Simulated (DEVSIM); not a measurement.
System: abrupt In0.53Ga0.47As n-p junction, at 300 K.

```
layer (left to right)        material  thickness (μm)  Nd (cm⁻³)  Na (cm⁻³)  τn (s)  τp (s)
---------------------  --------------  --------------  ---------  ---------  ------  ------
1                      In0.53Ga0.47As           0.290     1.7e15          -  3.1e-8  3.1e-8
2                      In0.53Ga0.47As           0.520          -     5.8e14  3.1e-8  3.1e-8
```

Left contact: ohmic. Right contact: ohmic. Voltage is applied to the left contact. Recombination: SRH at mid-gap, radiative. Mobility is μmin + (μ − μmin)/(1 + (N/Nref)^α).

The device is made up for the run: typed textbook-type constants, with dimensions and the other settings drawn at random. Values at 300 K.

```csv
parameter,In0.53Ga0.47As
gap (eV),0.74
affinity (eV),4.51
permittivity,13.9
Nc (cm⁻³),2.1e17
Nv (cm⁻³),7.7e18
μn (cm²/Vs),12000
μp (cm²/Vs),300
"μn,min",300
"μp,min",10
"Nref,n",1.3e17
"Nref,p",4.9e17
αn,0.48
αp,0.4
B (cm³/s),9.6e-11
```

Simulated with DEVSIM: 1D drift-diffusion, Boltzmann statistics, complete ionisation; no tunnelling, impact ionisation, image-force lowering or self-heating.

The doping Nd of layer 1 was swept, all else fixed.

| doping Nd of layer 1 (cm^-3) | potential step across the device at zero bias (V) | largest field in the device at zero bias (V/cm) | dark forward voltage at 1 A/cm² (V) | dark forward voltage at 100 A/cm² (V) |
|---|---|---|---|---|
| 5.1e13 | 0.279 | 4600 | 0.151 | 0.339 |
| 1.7e14 | 0.311 | 5100 | 0.155 | 0.316 |
| 5.1e14 | 0.339 | 5700 | 0.152 | 0.301 |
| 1.7e15 | 0.370 | 6800 | 0.144 | 0.290 |
| 5.1e15 | 0.398 | 8200 | 0.136 | 0.280 |
| 1.7e16 | 0.430 | 10000 | 0.130 | 0.273 |
| 5.1e16 | 0.458 | 14000 | 0.126 | 0.269 |

From the first row to the last the potential step across the device at zero bias goes from 0.279 to 0.458. From the first row to the last the largest field in the device at zero bias goes from 4600 to 14000.
